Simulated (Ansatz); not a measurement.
# TiH2 (I4/mmm): band-structure transport figures

Given:

```xyz
3
Lattice="-1.5843 1.5843 2.0811 1.5843 -1.5843 2.0811 1.5843 1.5843 -2.0811" Properties=species:S:1:pos:R:3 pbc="T T T"
Ti     0.0000     0.0000     0.0000
H      1.5843     0.0000     1.0405
H      0.0000     1.5843     1.0405
```

Level of theory: PBEsol, rigid bands (plane waves, PAW, scalar-relativistic; Ansatz, a program for electronic structure). How the cell was made: cell and atoms relaxed with PBEsol.

| Quantity | Value |
|---|---|
| density of states at the Fermi level | 1.02 states/(eV·cell), both spins |
| bare Sommerfeld coefficient | 0.80 mJ/(mol of atoms·K²) |
| Drude plasma energy | 3.1 (x), 3.1 (y), 3.3 (z) eV |
| root-mean-square Fermi velocity | 2.8e5 m/s |
| resistivity times τ | 50 (x), 50 (y), 46 (z) ×10⁻²² Ω·m·s |

A metal at this level (no band gap); rigid bands, thermally averaged at 300 K, both spins. Spin-orbit coupling is left out. τ is one relaxation time for all states.

Formula and space group known from diffraction (Crystallography Open Database), not checked to be the room-temperature form: TiH2 (I4/mmm).
